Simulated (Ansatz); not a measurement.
Effect of x(Se) = 0.25, 8 atoms, R3m on MgTe

Start from MgTe in the zinc blende structure (space group F-43m, No. 216; a = 6.438 Å).

The other end (x = 1) is MgSe in the zinc blende structure (space group F-43m, No. 216; a model cell, its experimental status unchecked): 26.16 Å³/atom, gap 2.52 eV; this end may not be an ambient phase.

One thing is altered: a fraction x = 0.25 of the Te sites is given to Se, ordered in a cell of 8 atoms (starting symmetry R3m) and fully relaxed.

Computed with Ansatz (a quantum-chemistry and plane-wave program), PBEsol, PAW, cutoff 420 eV, spin-orbit coupling left out, earlier PAW set. Γ-centred 9×9×9 mesh, Fermi–Dirac width 0.05 eV.

| quantity | base | changed | shift |
|---|---|---|---|
| density | 3.78 g/cm³ | 3.69 g/cm³ | -0.09 g/cm³ |
| shortest interatomic distance | 2.788 Å | 2.570 Å | -0.218 Å |
| band gap | 2.35 eV | 1.89 eV | -0.46 eV |
| gap character (in this cell's own zone, which can be folded) | direct at Γ | direct at Γ | – |
| electron mass | 0.16 mₑ (at Γ) | 0.19 mₑ (at Γ) | – |
| valence-band top at Γ (three highest levels, from the VBM) | 0.00, 0.00, 0.00 eV | 0.00, 0.00, -0.16 eV | – |
| mixing energy (against an end that may be hypothetical) | – | +17 meV/atom | – |
| deviation of the volume from the linear (Vegard-type) interpolation | – | -0.4 % | – |
| bowing parameter b of this ordering, from Eg = [1−x] Eg[0] + x Eg[1] − b x [1−x] | – | 2.7 eV | – |
| mean first-shell distances | – | Te–Mg 2.768 Å (end compound 2.788 Å), Se–Mg 2.640 Å (end compound 2.571 Å) | – |

Final structure:

```xyz
8
Lattice="2.2301 1.2876 14.6011 -2.2301 1.2876 14.6011 0.0000 -2.5751 14.6011" Properties=species:S:1:pos:R:3 pbc="T T T"
Mg     0.0000     0.0000     0.0667
Mg     0.0000     0.0000    10.8865
Mg     0.0000     0.0000    21.7077
Mg     0.0000     0.0000    33.0580
Te     0.0000     0.0000    13.6711
Te     0.0000     0.0000    24.4919
Se     0.0000     0.0000    35.6279
Te     0.0000     0.0000     2.8512
```

Cost of the whole job for the changed cell (relaxation, final SCF and bands): very roughly 10 core-minutes.

Each cell is one ordered arrangement of few atoms, which overstates ordering effects compared with a random alloy. Spin-orbit coupling, missing from the scalar runs, can matter with Te. Masses are band curvatures over ±0.01 Å⁻¹ around the edge. Whether these cells are dynamically stable was not tested. This is not the structure that MgSe has at room temperature and ambient pressure. k-point labels follow each cell's own Brillouin zone.
